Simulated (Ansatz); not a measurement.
Electronic density of states of amorphous Ti₁₆Te₃₂, density 6.36 g/cm³, on a 2×2×2 Γ-centred mesh with a Gaussian width of 0.1 eV; energies count from the Fermi level. Cell and mesh are small, so fine structure isn't converged. Calculation: PBE-D3(BJ), scalar-relativistic without spin-orbit coupling, PAW (Ansatz default set, large-core Te) (plane waves to 420 eV; Ansatz, a program for electronic structure). Sampling: a 2×2×2 Γ-centred mesh; Fermi-Dirac width 0.05 eV; no spin polarisation. The levels at the Fermi energy are partly filled. A closed spacing in one fast-quenched cell at PBE doesn't show the material to be a metal.

Preparation: random packing, a CHGNet melt and quench, and a DFT relaxation. The hot cell started wider than the set density and was brought back towards it in steps. It is the lowest in DFT energy of 3 quenches. It is a model cell: composition and starting density were chosen by hand, and all elements were melted together. The geometry includes D3(BJ) dispersion. Its density started from a set value of 5.92 and ended at 6.36 g/cm³. The quench (nominally 66 K/ps over its main leg) was far faster than any real one, so the model tends to hold more defects than a real film. One small periodic cell is one sample of the glass; other quenches scatter about these values. The volume was free in the relaxation, at fixed shape. Stress components on the final sampling reach 0.6 GPa. On a 2×2×2 Γ-centred mesh force components of up to 0.30 eV/Å stay, since the relaxation ran on one k-point at (1/4, 1/4, 1/4).

(E - EF (eV), states/(eV atom)): (-12.00, 0.47); (-11.90, 0.36); (-11.80, 0.36); (-11.70, 0.42); (-11.60, 0.44); (-11.50, 0.43); (-11.40, 0.46); (-11.30, 0.55); (-11.20, 0.61); (-11.10, 0.62); (-11.00, 0.69); (-10.90, 0.69); (-10.80, 0.63); (-10.70, 0.71); (-10.60, 0.76); (-10.50, 0.67); (-10.40, 0.60); (-10.30, 0.59); (-10.20, 0.54); (-10.10, 0.39); (-10.00, 0.18); (-9.90, 0.03); (-9.80, 0.00); (-9.70, 0.00); (-9.60, 0.00); (-9.50, 0.00); (-9.40, 0.00); (-9.30, 0.00); (-9.20, 0.00); (-9.10, 0.00); (-9.00, 0.00); (-8.90, 0.00); (-8.80, 0.00); (-8.70, 0.00); (-8.60, 0.00); (-8.50, 0.00); (-8.40, 0.00); (-8.30, 0.00); (-8.20, 0.00); (-8.10, 0.00); (-8.00, 0.00); (-7.90, 0.00); (-7.80, 0.00); (-7.70, 0.00); (-7.60, 0.00); (-7.50, 0.00); (-7.40, 0.00); (-7.30, 0.00); (-7.20, 0.00); (-7.10, 0.00); (-7.00, 0.00); (-6.90, 0.00); (-6.80, 0.00); (-6.70, 0.00); (-6.60, 0.00); (-6.50, 0.00); (-6.40, 0.00); (-6.30, 0.00); (-6.20, 0.00); (-6.10, 0.00); (-6.00, 0.00); (-5.90, 0.00); (-5.80, 0.01); (-5.70, 0.10); (-5.60, 0.25); (-5.50, 0.39); (-5.40, 0.44); (-5.30, 0.47); (-5.20, 0.51); (-5.10, 0.51); (-5.00, 0.58); (-4.90, 0.62); (-4.80, 0.68); (-4.70, 0.66); (-4.60, 0.70); (-4.50, 0.70); (-4.40, 0.54); (-4.30, 0.65); (-4.20, 0.71); (-4.10, 0.65); (-4.00, 0.66); (-3.90, 0.69); (-3.80, 0.76); (-3.70, 0.71); (-3.60, 0.63); (-3.50, 0.67); (-3.40, 0.76); (-3.30, 0.73); (-3.20, 0.66); (-3.10, 0.70); (-3.00, 0.75); (-2.90, 0.75); (-2.80, 0.76); (-2.70, 0.81); (-2.60, 0.85); (-2.50, 0.79); (-2.40, 0.82); (-2.30, 0.84); (-2.20, 0.85); (-2.10, 0.86); (-2.00, 0.87); (-1.90, 0.91); (-1.80, 0.92); (-1.70, 0.86); (-1.60, 0.76); (-1.50, 0.75); (-1.40, 0.86); (-1.30, 0.85); (-1.20, 0.82); (-1.10, 0.82); (-1.00, 0.86); (-0.90, 0.85); (-0.80, 0.66); (-0.70, 0.62); (-0.60, 0.70); (-0.50, 0.78); (-0.40, 0.76); (-0.30, 0.66); (-0.20, 0.62); (-0.10, 0.57); (0.00, 0.58); (0.10, 0.59); (0.20, 0.66); (0.30, 0.76); (0.40, 0.87); (0.50, 0.98); (0.60, 1.06); (0.70, 1.06); (0.80, 1.10); (0.90, 1.23); (1.00, 1.28)
